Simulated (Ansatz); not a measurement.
The starting structures come from a database of crystals and need not be the phases stable at ambient conditions.

 Where the default PAW files enter, the runs use the earlier of Ansatz's two default sets.

By PBEsol, the system below comes out a metal.

The ballistic (Sharvin) conductance counts the channels at the Fermi level: G/A = (e²/h) × channels of both spins per area.

Here is the system:

```xyz
3
Lattice="3.1480 0.0000 0.0000 0.0000 5.0616 0.0000 0.0000 -2.5308 4.3835" Properties=species:S:1:pos:R:3 pbc="T T T"
Hf     1.5740     0.0000     2.9223
Hf     1.5740     2.5308     1.4611
Hf     0.0000     0.0000     0.0000
```

Space group of this cell: P6/mmm. The cell is strained (all lengths scaled by 1.02); by PBEsol its mean pressure is -8.4 GPa.

The current flows along the normal of the first two printed cell vectors, the (100) plane of the conventional cell. No spin-orbit coupling; the value is a mean over 0.1 eV about the Fermi level.

**Question.** Compute, with PBEsol (Ansatz, a quantum-chemistry and plane-wave program), the ballistic conductance per area.

**Answer.** 0.56 × 10¹⁵ S/m² for both spins.
